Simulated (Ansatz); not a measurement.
## SiC under a change: x(Pd) = 0.333, 6 atoms, Imm2

Start from SiC in the zinc blende structure (space group F-43m, No. 216; a = 4.3797 Å).

The other end (x = 1) is PdC in the zinc blende structure (space group F-43m, No. 216; a hypothetical phase, not in the database extracts checked): 13.02 Å³/atom, gap zero; this end may not be an ambient phase.

The change: a fraction x = 0.333 of the Si sites is given to Pd, ordered in a cell of 6 atoms (starting symmetry Imm2) and fully relaxed.

The values are results of Ansatz (an electronic-structure program) PBE, spin-orbit coupling left out, earlier PAW set, not measurements. Γ-centred 16×16×16 mesh, Fermi–Dirac width 0.05 eV, for the changed cell.

```tsv
quantity	base	changed	shift
density	3.17 g/cm³	4.83 g/cm³	+1.66 g/cm³
shortest interatomic distance	1.896 Å	1.876 Å	-0.0207 Å
band gap	1.37 eV	zero	–
mixing energy (to 0.01 eV only: unlike meshes or grids) (against an end that may be hypothetical)	–	+0.22 eV/atom	–
mean first-shell distances	–	Si–C 1.884 Å (end compound 1.896 Å), Pd–C 2.103 Å (end compound 2.037 Å)	–
```

Cost of the whole job for the changed cell (relaxation, final SCF and bands): roughly 16 core-minutes.

These are small ordered cells, not random alloys; other orderings at the same x differ. Stability against distortions was not tested. The final runs are not spin-polarised. PdSi2C3 has a high density of states at the Fermi level and may be magnetic at this level.
